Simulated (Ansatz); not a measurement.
**A computed series for CdTe: thickness series**

Take CdTe in the zinc blende structure (space group F-43m, No. 216; a = 6.558 Å) as the base. Axes: x, y, z lie along the cube axes.

Free-standing slabs (2 atom(s) a layer) normal to [110] with 15 Å of vacuum; in-plane cell held at bulk.

The values are results of r2SCAN (Ansatz, a quantum-chemistry and plane-wave program), without spin-orbit coupling, not measurements.

Notes on the quantities. layer's space group: with vacuum; excess energy per area of both faces: slab less bulk energy over the cell's area: twice a surface energy.

```tsv
change	band gap	layer's space group	excess energy per area of both faces	gap character
base	1.17 eV	–	–	–
1 layer	1.79 eV	Pmm2 (No. 25)	–	direct at U
2 layers	2.38 eV	Pmn2_1 (No. 31)	0.46 J/m²	direct at Γ
3 layers	1.91 eV	Pmm2 (No. 25)	0.58 J/m²	direct at Γ
4 layers	1.86 eV	Pmn2_1 (No. 31)	0.53 J/m²	direct at Γ
5 layers	1.73 eV	Pmm2 (No. 25)	0.55 J/m²	direct at Γ
6 layers	1.65 eV	Pmn2_1 (No. 31)	0.54 J/m²	direct at Γ
7 layers	1.58 eV	Pmm2 (No. 25)	0.54 J/m²	direct at Γ
```

The excess energy carries the mismatch between the slab's and the bulk's meshes. Spin-orbit coupling, missing from the scalar runs, can matter with Te. Whether these cells are dynamically stable was not tested. Labels are those of the standard path for the cell's own space group.
